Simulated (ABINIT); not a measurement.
ABINIT run on MgS (I4mm, 2 atoms in the cell): self-consistent single point.

Method of the run: LDA (PW92), norm-conserving pseudopotentials (PseudoDojo nc-sr-04 LDA standard) (plane waves; ABINIT).

```yaml
crystal:
  lattice:
    - [0.00000, 2.60780, 2.60780]
    - [2.60780, 0.00000, 2.60780]
    - [2.60780, 2.60780, 0.00000]
  atoms:
    - { symbol: Mg, position: [0.00959, 0.00959, 0.99041] }
    - { symbol: S, position: [0.50000, 0.50000, 0.50000] }
```

Reference input (self-consistent single point, DFT, LDA (PW92), plane waves, norm-conserving pseudopotentials (PseudoDojo nc-sr-04 LDA standard)): pseudos = [Mg.upf, S.upf]; ecut = 84 Ry; occopt = 3; tsmear = 0.05 eV; ngkpt = 4 4 4; nshiftk = 1; shiftk = 0 0 0; potentials = PseudoDojo nc-sr-04 LDA standard; nband = 13; kptopt = 1; nstep = 80; toldfe = 1e-09 Ha. This run's input differs from it in these lines:

```diff
@@ -20,5 +20,6 @@
 kptopt 1
-ngkpt 4 4 4
+ngkpt 12 12 12
 nshiftk 1
-shiftk 0 0 0
+shiftk 0.5 0.5 0.5
+chksymbreak 0
 nstep 80
```

Output, abridged:

```
--- !BeginCycle
solver: {iscf: 7, nstep: 80, nline: 4, wfoptalg: 0, }
tolerances: {toldfe: 1.00E-09, }
...

     iter   Etot(hartree)      deltaE(h)  residm     vres2
 ETOT  1  -70.409343036316    -7.041E+01 1.010E-01 1.928E+02
 ETOT  2  -70.447347506519    -3.800E-02 9.224E-02 1.301E+01
 ETOT  3  -70.448672664757    -1.325E-03 3.294E-03 3.254E-01
 ETOT  4  -70.448688650103    -1.599E-05 1.938E-03 1.977E-03
 ETOT  5  -70.448688760431    -1.103E-07 1.164E-03 3.333E-04
 ETOT  6  -70.448688814168    -5.374E-08 3.768E-04 2.542E-06
 ETOT  7  -70.448688814267    -9.892E-11 2.210E-04 1.250E-07
 ETOT  8  -70.448688814281    -1.458E-11 1.797E-04 1.700E-10
 At SCF step    8, etot is converged :
  for the second time, diff in etot=  1.458E-11 < toldfe=  1.000E-09

 Cartesian components of stress tensor (hartree/bohr^3)
  sigma(1 1)=  1.25822210E-04  sigma(3 2)=  0.00000000E+00
  sigma(2 2)=  1.25822210E-04  sigma(3 1)=  0.00000000E+00
  sigma(3 3)=  1.15961852E-04  sigma(2 1)=  0.00000000E+00

 ----iterations are completed or convergence reached----

 reduced coordinates (array xred) for    2 atoms
       0.009587000000      0.009587000000      0.990413000000
       0.500000000000      0.500000000000      0.500000000000
 cartesian forces (eV/Angstrom) at end:
    1      0.00000000000000     0.00000000000000    -0.12218441930626
    2     -0.00000000000000    -0.00000000000000     0.12218441930626
 frms,max,avg= 7.0543207E-02 1.2218442E-01   0.000E+00  0.000E+00 -3.837E-06 e/A
   [... lines left out ...]
 Fermi (or HOMO) energy (eV) =   5.29201   Average Vxc (eV)= -10.19853
   [... lines left out ...]
total_energy        : -7.04486888142812E+01
total_energy_eV     : -1.91700631375910E+03
band_energy         : -1.35202215431800E+01
...

-Cartesian components of stress tensor (GPa)         [Pressure= -3.6051E+00 GPa]
- sigma(1 1)=  3.70181661E+00  sigma(3 2)=  0.00000000E+00
- sigma(2 2)=  3.70181661E+00  sigma(3 1)=  0.00000000E+00
- sigma(3 3)=  3.41171491E+00  sigma(2 1)=  0.00000000E+00

 Calculation completed.
```

The run converged in 8 iterations. Against the reference run the free energy falls by 26.0 meV/atom, the pressure goes from -3.23 to -3.61 GPa, the largest force moves little (0.119 to 0.122 eV/Å) and the gap on the mesh goes from 2.519 to 2.643 eV.

The starting cell has typed, rounded lattice constants, without a prior relaxation at this level. Its lattice was rescaled by up to half a per cent. One atom was moved a little off its site on purpose. Another mesh or the band path of this cell gives a smaller gap, so this value is not converged in the mesh.

Cost on one core of a shared machine: roughly 9 min.
